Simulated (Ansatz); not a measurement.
**NbN under a change: isotropic strain −1.88 %**

Consider NbN in the rock salt structure (space group Fm-3m, No. 225; a = 4.3801 Å).

It is then changed as follows: every lattice vector is shortened by 1.88 %; the atoms relax in the strained cell.

Method: Ansatz (a quantum-chemistry and plane-wave program) PBEsol, no spin-orbit coupling. k-mesh 18×18×18 (Γ-centred); smearing 0.05 eV (Fermi–Dirac).

```csv
quantity,base,changed,shift
volume per atom,10.50 Å³,9.92 Å³,-0.58 Å³
space group,Fm-3m (No. 225),Fm-3m (No. 225),–
shortest interatomic distance,2.190 Å,2.149 Å,-0.041 Å
energy relative to the base (free energy F),0 meV/atom,+37 meV/atom,+37 meV/atom
pressure,0.0 GPa,21.5 GPa,+21.5 GPa
band gap,zero,zero,–
```

No phonon test of stability was made. The final runs are not spin-polarised.
